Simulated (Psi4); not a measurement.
Psi4 1.11, HF/def2-svp, scf_type pk: Ti(Br)(Me)3 ([CH3][Ti]([CH3])([CH3])[Br]), 14 atoms. The geometry is a generated start, not checked to be a minimum at this level.

```
Property                                          Value
-----------------------  ------------------------------
task                                             energy
method                                              scf
basis                                          def2-svp
memory                                             7 GB
e_convergence                                     1e-08
d_convergence                                     1e-07
guess                    auto, which took SAD (default)
diis_max_vecs                              10 (default)
scf_initial_accelerator                 adiis (default)
basis functions                                     150
```

```xyz
14

Ti     0.2981     0.2590    -0.2806
Br     1.7654     1.5824    -1.6693
C      1.4045    -0.8180     1.0856
H      1.6861    -0.1873     1.9467
H      2.3376    -1.1357     0.5862
H      0.9153    -1.7194     1.4818
C     -0.7894    -1.0418    -1.4495
H     -1.6023    -0.5042    -1.9680
H     -1.2395    -1.8911    -0.9185
H     -0.1144    -1.4485    -2.2249
C     -0.9894     1.5217     0.7205
H     -0.3935     2.2972     1.2342
H     -1.6422     1.0494     1.4680
H     -1.6361     2.0362    -0.0121
```
Charge 0, spin multiplicity 1.

The reference run uses exact four-centre integrals (scf_type = pk). Each setting ran once; only counts and results are compared.

Settings tried, all else as in the reference:
- scf_type = dfdirj+link
- scf_type = dfdirj+cosx, cosx_radial_points_final = 25, cosx_spherical_points_final = 50
- scf_type = cd, cholesky_tolerance = 1e-06
- scf_type = dfdirj+snlink
- scf_type = dfdirj+cosx, cosx_radial_points_final = 75, cosx_spherical_points_final = 302
- scf_type = dfdirj+cosx, cosx_radial_points_final = 50, cosx_spherical_points_final = 194
- scf_type = mem_df
- scf_type = cd, cholesky_tolerance = 0.0001 (default)
- scf_type = dfdirj+cosx
- scf_type = cd, cholesky_tolerance = 1e-05
- scf_type = cd, cholesky_tolerance = 0.001

Task: Which of these stay within 1.0 meV/atom in energy of the reference run?

Result: Within it: scf_type = cd, cholesky_tolerance = 1e-06; scf_type = mem_df; scf_type = dfdirj+link; scf_type = dfdirj+snlink; scf_type = cd, cholesky_tolerance = 1e-05. Outside: scf_type = cd, cholesky_tolerance = 0.0001 (default); scf_type = dfdirj+cosx, cosx_radial_points_final = 50, cosx_spherical_points_final = 194; scf_type = dfdirj+cosx, cosx_radial_points_final = 75, cosx_spherical_points_final = 302; scf_type = dfdirj+cosx; scf_type = dfdirj+cosx, cosx_radial_points_final = 25, cosx_spherical_points_final = 50; scf_type = cd, cholesky_tolerance = 0.001.

```
setting                                                                                   energy against the reference
----------------------------------------------------------------------------------------  ----------------------------
scf_type = cd, cholesky_tolerance = 1e-06                                                               +0.10 meV/atom
scf_type = mem_df                                                                                       +0.14 meV/atom
scf_type = dfdirj+link                                                                                  −0.25 meV/atom
scf_type = dfdirj+snlink                                                                                −0.26 meV/atom
scf_type = cd, cholesky_tolerance = 1e-05                                                               +0.48 meV/atom
scf_type = cd, cholesky_tolerance = 0.0001 (default)                                                     +1.9 meV/atom
scf_type = dfdirj+cosx, cosx_radial_points_final = 50, cosx_spherical_points_final = 194                 +3.5 meV/atom
scf_type = dfdirj+cosx, cosx_radial_points_final = 75, cosx_spherical_points_final = 302                 +3.7 meV/atom
scf_type = dfdirj+cosx                                                                                   +6.5 meV/atom
scf_type = dfdirj+cosx, cosx_radial_points_final = 25, cosx_spherical_points_final = 50                  −6.8 meV/atom
scf_type = cd, cholesky_tolerance = 0.001                                                                +8.3 meV/atom
```

Total energies are compared; such shifts often cancel in part in energy differences. The DFDIRJ builders fit J, which adds its shift to that of exchange. Psi4 runs the final COSX grid once, on the density of the start grid. No test of the SCF solution's stability was run. Also tried and not ranked: scf_type = direct (same energy as a listed run); scf_type = cd, cholesky_tolerance = 0.01 (possibly another state). The tolerance is a choice made for this comparison.
